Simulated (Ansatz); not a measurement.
Quartz-high SiO2 (high-temperature phase) was calculated with BLYP (plane waves, PAW; Ansatz, a quantum-chemistry and plane-wave program).

Numerical settings: plane-wave cutoff 520 eV, 12×12×6 k mesh (along the axes of the cell as run), Fermi–Dirac smearing 0.01 eV, scalar-relativistic PAW data made under PBE.

Response to compression and expansion:

Shape and atoms are relaxed at each volume.

```
V (Å³/atom)  P (GPa)  direct gap at Γ (eV)  smallest gap on the k mesh (eV)  c (Å)
-----------  -------  --------------------  -------------------------------  -----
13.583          5.67                 5.871                            5.719  5.555
13.865          2.73                 5.799                            5.633  5.579
14.148         -0.01                 5.713                            5.531  5.603
14.431         -2.56                 5.610                            5.416  5.634
14.714         -4.92                 5.495                            5.290  5.664
```

The fundamental gap (5.52 eV at the equilibrium volume, with added k points) lies elsewhere than Γ–Γ.

Note: symmetry holds this phase in the static calculation, where it need not be a minimum; held by symmetry at 0 K, a high-temperature phase can be a saddle point; the volume lies 7 % above that of the published cell; the bulk modulus comes from volumes at which shape and atoms were relaxed.
